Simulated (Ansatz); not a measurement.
The starting structures come from a database of crystals and need not be the phases stable at ambient conditions.

 Where the default PAW files enter, the runs use the earlier of Ansatz's two default sets.

Inside the gap of an insulator the Bloch states are evanescent, with a wavenumber k + iκ along the transport direction.

Here is the system:

```xyz
8
Lattice="4.7660 0.0000 0.0000 0.0000 6.7401 0.0000 0.0000 3.3701 3.3701" Properties=species:S:1:pos:R:3 pbc="T T T"
Si     1.5978     7.3147     1.6850
Si     3.9807     4.4806     0.0000
Si     3.1682     5.0551     2.7955
Si     0.7852     3.3701     2.2596
Os     2.9684     2.5129     1.6850
Os     0.5854     2.5422     0.0000
Os     1.7976     5.0551     0.8571
Os     4.1806     6.7401     0.8279
```

Space group of this cell: P2_13. The cell is taken as given; by r2SCAN its mean pressure is -0.9 GPa.

Transport runs along the normal of the first two printed cell vectors, the (110) plane of the conventional cell.

The gap is the functional's own, uncorrected, and κ follows it; spin-orbit coupling is left out. Mid-gap values are interpolated between the computed energies.

Compute, with r2SCAN run with Ansatz (a first-principles code), the band gap and the smallest decay constant κ at mid-gap.

Gap 0.62 eV on a 10×10×10 mesh; κ = 0.186 1/Å, at (0.000, 0.167) of the in-plane reciprocal vectors. At the zone centre, at the nearest computed energy, the slowest state has κ = 0.19 1/Å.
